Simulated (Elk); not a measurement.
## Worked example: self-consistent single point of Sb (R-3m, 2 atoms in the cell) in Elk

Level of theory: PBE, all-electron FP-LAPW, Elk's shipped species files, default APW+lo basis (Elk 10.2.4).

Input as run:

```
tasks
  0

xctype
  20

rgkmax
  7.0

rmtscf
  0.99

stype
  3

swidth
  0.00367493

scale
  1.889726125

avec
    2.1598661012    1.2469990473    3.7996240747
   -2.1598661012    1.2469990473    3.7996240747
    0.0000000000   -2.4939987775    3.7996238506

sppath
  './'

atoms
  1   : nspecies
  'Sb.in'   : spfname
  2   : natoms; atposl, bfcmt below
  0.2682600000  0.2682600000  0.2682600000    0.0 0.0 0.0
  0.7317400000  0.7317400000  0.7317400000    0.0 0.0 0.0

ngridk
  6 6 6
```

Log, with long lists cut:

```
│ Elk code version 10.2.4 │

All units are atomic (Hartree, Bohr, etc.)

│ Ground-state run starting from atomic densities │

Lattice vectors :
   4.081555398       2.356486678       7.180248879
  -4.081555398       2.356486678       7.180248879
   0.000000000      -4.712974646       7.180248456

Unit cell volume      :    414.3635100
Brillouin zone volume :   0.5986294822

Muffin-tin inner radius fraction :   0.1000000000E-01

Nuclei treated as point charges

Species :    1 (Sb)
 parameters loaded from : Sb.in
 name : antimony
 nuclear charge    :   -51.00000000
 electronic charge :    51.00000000
 atomic mass :    221954.9019
 muffin-tin radius :    2.574000000
 number of radial points in muffin-tin :    597
 atomic positions (lattice), magnetic fields (Cartesian) :
   1 :   0.26826000  0.26826000  0.26826000    0.00000000  0.00000000  0.00000000
   2 :  -0.26826000 -0.26826000 -0.26826000    0.00000000  0.00000000  0.00000000

Total number of atoms per unit cell :    2

Spin treatment :
 spin-unpolarised

Number of Bravais lattice symmetries :   12
Number of crystal symmetries         :   12
Crystal has inversion symmetry
Real symmetric eigensolver will be used

k-point grid :      6     6     6
k-point offset :    0.000000000       0.000000000       0.000000000
k-point set is reduced with full crystal symmetry group
Total number of k-points :       32

Muffin-tin radius times maximum |G+k| :    7.000000000
 using average radius
Maximum |G+k| for APW functions       :    2.719502720
Maximum (1/2)|G+k|²                   :    3.697847521
Maximum |G| for potential and density :    12.00000000
 potential will be trimmed for |G| > 2 gkmax
Constant for pseudocharge density :    8
Radial integration step length :    4

G-vector grid sizes :     35    35    35
Number of G-vectors :    12183

Maximum angular momentum used for
 APW functions                      :    8
 outer part of muffin-tin           :    6
 inner part of muffin-tin           :    1

Total nuclear charge    :   -102.0000000
Total core charge       :    72.00000000
Total valence charge    :    30.00000000
Total excess charge     :    0.000000000
Total electronic charge :    102.0000000

Effective Wigner radius, rₛ :   0.9898382697

Number of empty states         :    8
Total number of valence states :   23
Total number of core states    :   72

Total number of local-orbitals :   30

Exchange-correlation functional :     20     0     0
 Perdew-Burke-Ernzerhof, Phys. Rev. Lett. 77, 3865 (1996)
 gradient requirement :    1
 generalised gradient approximation (GGA)

Smearing type :    3
 Fermi-Dirac
Smearing width :   0.3674930000E-02
Effective electronic temperature (K) :    1160.451112

Mixing type :    3
 Broyden mixing, J. Phys. A: Math. Gen. 17, L317 (1984)

Kohn-Sham potential initialised from atomic data

│ Self-consistent loop started │
│ Loop number : 1 │
 total energy                :     -12976.5894863
│ Loop number : 2 │
 total energy                :     -12976.5351122
RMS change in Kohn-Sham potential (target) :   0.1175719791     (  0.1000000000E-05)
Absolute change in total energy (target)   :   0.5437406701E-01 (  0.1000000000E-03)
│ Loop number : 3 │
 total energy                :     -12974.6715519
RMS change in Kohn-Sham potential (target) :   0.9243687916E-01 (  0.1000000000E-05)
Absolute change in total energy (target)   :    1.877153822     (  0.1000000000E-03)
│ Loop number : 4 │
 total energy                :     -12970.7687622
RMS change in Kohn-Sham potential (target) :   0.4158273771E-01 (  0.1000000000E-05)
Absolute change in total energy (target)   :    4.372078116     (  0.1000000000E-03)
│ Loop number : 5 │
 total energy                :     -12968.4864119
RMS change in Kohn-Sham potential (target) :   0.1233414596E-01 (  0.1000000000E-05)
Absolute change in total energy (target)   :    3.375369900     (  0.1000000000E-03)
│ Loop number : 6 │
 total energy                :     -12967.7121273
RMS change in Kohn-Sham potential (target) :   0.2666282119E-02 (  0.1000000000E-05)
Absolute change in total energy (target)   :    1.618127061     (  0.1000000000E-03)
│ Loop number : 7 │
 total energy                :     -12967.4871866
RMS change in Kohn-Sham potential (target) :   0.1563048144E-03 (  0.1000000000E-05)
Absolute change in total energy (target)   :   0.6294724826     (  0.1000000000E-03)
│ Loop number : 8 │
 total energy                :     -12967.4773521
RMS change in Kohn-Sham potential (target) :   0.7226476584E-04 (  0.1000000000E-05)
Absolute change in total energy (target)   :   0.1672026231     (  0.1000000000E-03)
│ Loop number : 9 │
 total energy                :     -12967.4673669
RMS change in Kohn-Sham potential (target) :   0.2549944024E-04 (  0.1000000000E-05)
Absolute change in total energy (target)   :   0.5178586152E-01 (  0.1000000000E-03)
│ Loop number : 10 │
 total energy                :     -12967.4652924
RMS change in Kohn-Sham potential (target) :   0.5714615911E-05 (  0.1000000000E-05)
Absolute change in total energy (target)   :   0.1502087892E-01 (  0.1000000000E-03)
│ Loop number : 11 │
 total energy                :     -12967.4648036
RMS change in Kohn-Sham potential (target) :   0.5499972268E-06 (  0.1000000000E-05)
Absolute change in total energy (target)   :   0.4244067870E-02 (  0.1000000000E-03)
│ Loop number : 12 │
 total energy                :     -12967.4648109
RMS change in Kohn-Sham potential (target) :   0.3044956256E-06 (  0.1000000000E-05)
Absolute change in total energy (target)   :   0.1053712163E-02 (  0.1000000000E-03)
│ Loop number : 13 │
 total energy                :     -12967.4648172
RMS change in Kohn-Sham potential (target) :   0.7092550814E-07 (  0.1000000000E-05)
Absolute change in total energy (target)   :   0.2571280238E-03 (  0.1000000000E-03)
│ Loop number : 14 │
 total energy                :     -12967.4648139
RMS change in Kohn-Sham potential (target) :   0.1618405461E-07 (  0.1000000000E-05)
Absolute change in total energy (target)   :   0.6757990741E-04 (  0.1000000000E-03)
Convergence targets achieved

│ Loop number : 15 │

Energies :
 Fermi                       :     0.235194455042
 sum of eigenvalues          :     -7853.96273648
 electron kinetic            :      13682.6454528
 core electron kinetic       :      13388.1027870
 Coulomb                     :     -26308.4394224
 Coulomb potential           :     -21090.8816377
 nuclear-nuclear             :     -1048.20702647
 electron-nuclear            :     -29429.5831542
 Hartree                     :      4169.35075824
 Madelung                    :     -15762.9986036
 xc potential                :     -445.726551588
 exchange                    :     -336.199868851
 correlation                 :     -5.47065456946
 electron entropic           :    -0.321701439167E-03
 total energy                :     -12967.4648147

Density of states at Fermi energy :    6.718076477
 (states/Hartree/unit cell)

Estimated indirect band gap :   0.9286545968E-02
 from k-point      4 to k-point     15
Estimated direct band gap   :   0.1723680215E-01
 at k-point      4

Charges :
 core                        :    72.00000000
 valence                     :    30.00000000
 interstitial                :    4.205346847
 muffin-tins (core leakage)
  species :    1 (Sb)
   atom    1                 :    48.89732658     (  0.9044550101E-03)
   atom    2                 :    48.89732658     (  0.9044550101E-03)
 total in muffin-tins        :    97.79465315
 total calculated charge     :    101.9946177
 total charge                :    102.0000000
 error                       :   0.5382339278E-02

│ Self-consistent loop stopped │
```

The run converged in 15 iterations. The count includes the last loop, which Elk runs after its targets are met.

The starting cell comes from a database of computed structures (which also holds hypothetical and non-ambient phases and stackings), without a prior relaxation at this level. Its lattice was rescaled by a random factor within 2.5 % of one. Spin-orbit coupling is off. Values depend on the basis (sphere radii, cutoffs, local orbitals), which need not be converged. The log's line on a gap gives a spacing of levels on this mesh, which the program prints for metals too.
